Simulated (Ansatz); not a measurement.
## InP, response to strain

Base system: InP in the zinc blende structure (space group F-43m, No. 216).

```yaml
crystal:
  lattice:
    - [0.00000, 2.95348, 2.95348]
    - [2.95348, 0.00000, 2.95348]
    - [2.95348, 2.95348, 0.00000]
  atoms:
    - { symbol: In, position: [0.00000, 0.00000, 0.00000] }
    - { symbol: P, position: [0.25000, 0.25000, 0.25000] }
```

Cartesian axes are those of the cell as printed.

Strains are applied to the cell and any free atomic positions relax; under biaxial strain the out-of-plane vector relaxes too.

Level of theory: Ansatz (a quantum-chemistry and plane-wave program), r2SCAN, PAW, cutoff 500 eV, no spin-orbit coupling.

Notes on the quantities. in-plane stress: mean in-plane stress (compression positive).

| change | out-of-plane strain | band gap | in-plane stress | electron mass |
|---|---|---|---|---|
| base | – | 1.03 eV | – | 0.074 mₑ (at Γ) |
| biaxial strain +0.50 %, plane normal [001], relaxed out of plane | -0.55 % | 0.97 eV | -0.5 GPa | 0.072 mₑ (at Γ) |
| biaxial strain +1.00 %, plane normal [001], relaxed out of plane | -1.10 % | 0.91 eV | -0.9 GPa | 0.067 mₑ out of plane, 0.071 mₑ in plane (at Γ) |
| biaxial strain +1.50 %, plane normal [001], relaxed out of plane | -1.66 % | 0.85 eV | -1.3 GPa | 0.064 mₑ out of plane, 0.070 mₑ in plane (at Γ) |
| biaxial strain +2.00 %, plane normal [001], relaxed out of plane | -2.22 % | 0.79 eV | -1.8 GPa | 0.061 mₑ out of plane, 0.069 mₑ in plane (at Γ) |
| biaxial strain +2.50 %, plane normal [001], relaxed out of plane | -2.79 % | 0.74 eV | -2.2 GPa | 0.058 mₑ out of plane, 0.068 mₑ in plane (at Γ) |
| biaxial strain +3.00 %, plane normal [001], relaxed out of plane | -3.36 % | 0.68 eV | -2.5 GPa | 0.055 mₑ out of plane, 0.067 mₑ in plane (at Γ) |

Effective masses come from finite differences of ±0.01 Å⁻¹. Stability against distortions was not tested.
